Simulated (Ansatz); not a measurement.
For CdO (model structure, started from the beta GaS type, P6₃/mmc, No. 194, 8 atoms in the cell), PBE (Ansatz, a program for electronic structure, plane waves, PAW) gives:

| Item | Value |
|---|---|
| lattice constant a | 3.756 Å |
| lattice parameter c | 14.339 Å |
| formation enthalpy | -0.866 eV/atom |

**Question.** What does PBE-D3(BJ) (Ansatz, plane waves, PAW) give for the same quantities?

**Answer.** 
- lattice constant a: 3.733 Å (shrinks by 0.6 %)
- lattice parameter c: 11.580 Å (shrinks by 19 %)
- formation enthalpy: -0.852 eV/atom (moves by +0.014 eV/atom)

Changes are worked out from the printed values.

Unless a cell is named, each level is at its own relaxed cell (PBE 21.89, PBE-D3(BJ) 17.47 Å³/atom).

Ansatz's density-functional and Hartree–Fock values are scalar-relativistic unless marked +SOC, with PAW data made under PBE.

A model structure was made by putting elements into a prototype or built by hand; it is no filed structure, need not be a known phase, and can be a saddle point held by its symmetry.
